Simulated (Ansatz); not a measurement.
**TaCuN2 (R-3m, No. 166, 4 atoms in the cell; start mp-8927)**

All values below come from PBEsol (Ansatz, an electronic-structure program, PAW).

Numerical settings: plane-wave cutoff 520 eV, 12×12×12 k mesh, Fermi–Dirac smearing 0.01 eV, no spin polarisation, scalar-relativistic PAW data made under PBE.

Cell (relaxed at this level):

```yaml
crystal:
  lattice:
    - [1.56076, 0.90111, 5.78097]
    - [-1.56076, 0.90111, 5.78097]
    - [0.00000, -1.80221, 5.78097]
  atoms:
    - { symbol: Ta, position: [0.50000, 0.50000, 0.50000] }
    - { symbol: Cu, position: [0.00000, 0.00000, 0.00000] }
    - { symbol: N, position: [0.10557, 0.10557, 0.10557] }
    - { symbol: N, position: [0.89443, 0.89443, 0.89443] }
```

```
Property                               Value
---------------  ---------------------------
band gap         0.38 eV (on the SCF k mesh)
direct gap at Γ                      2.30 eV
bulk modulus                         217 GPa
```

Note: the relaxation could not lower the start's symmetry, so the cell can be a saddle point above a distorted one; the bulk modulus is −V dP/dV from two relaxed cells at ±2 % in volume.

Spin–orbit coupling is not included.

Static lattice: no zero-point or thermal effects.

Computing time: about 90 core-seconds (a rough figure).

A start named mp-… is a Materials Project structure, which need not be a measured phase.
